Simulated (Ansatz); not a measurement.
Amorphous cells of 8 compositions: the gap between the highest filled and lowest empty level at the zone centre, by PBE and by a single point of HSE06 on the same geometry (PBE, scalar-relativistic without spin-orbit coupling (plane waves to 420 eV, PAW; Ansatz, a first-principles code); exact exchange cut at the cells' faces). The networks come from melt-quench runs on the CHGNet potential at compositions and starting densities chosen by hand, with anions pushed apart in the CHGNet dynamics, and DFT then relaxed them. The cells are small and were quenched far faster than real films, so single cells scatter. Defect or tail levels can set these gaps. The rows are the first to finish with both values and no moments.

| cell | PBE gap x (eV) | HSE06 gap y (eV) |
|---|---|---|
| A (Zr20O41Cu2, 5.36 g/cm3) | 2.31 | 3.57 |
| B (Ti20O45P2, 3.45 g/cm3) | 2.38 | 3.91 |
| C (Ti20O45Nb2, 3.72 g/cm3) | 2.55 | 4.04 |
| D (Ti20O43W, 3.83 g/cm3) | 2.64 | 4.14 |
| E (Ti20O43Sc2, 3.60 g/cm3) | 2.76 | 4.26 |
| F (Ti20O43Y2, 3.44 g/cm3) | 2.81 | withheld |
| G (Zr20O41Ag2, 5.46 g/cm3) | 2.89 | 4.31 |
| H (Zr20O41Ba, 5.33 g/cm3) | 3.53 | 5.04 |

Fit a straight line through the 7 full rows and predict the withheld value for F (Ti20O43Y2, 3.44 g/cm3).

Means: x = 2.723, y = 4.181. Slope = Σ(Δx Δy) / Σ(Δx²) = 1.091 / 1.006 = 1.08; the r.m.s. residual is 0.081. Prediction: 4.181 + 1.08 × (2.81 − 2.723) = 4.28. The run gave 4.35, 0.07 above the line.
